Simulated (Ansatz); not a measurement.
Consider Rb in the bcc (W type) structure (space group Im-3m, No. 229; a = 5.7489 Å).

Calculations: r2SCAN, PAW, 500 eV (Ansatz, a quantum-chemistry and plane-wave program; no spin-orbit coupling), earlier PAW set.

For the base:

The lattice parameter a is 5.749 Å.

Perturbation: full substitution Rb → Cs, then cell and atoms are relaxed.

**Question.** Predict the new lattice parameter a.

**Answer.** The lattice parameter a grows by 0.527 Å, from 5.749 Å to 6.276 Å.

Stability against distortions was not tested. The final runs are not spin-polarised.
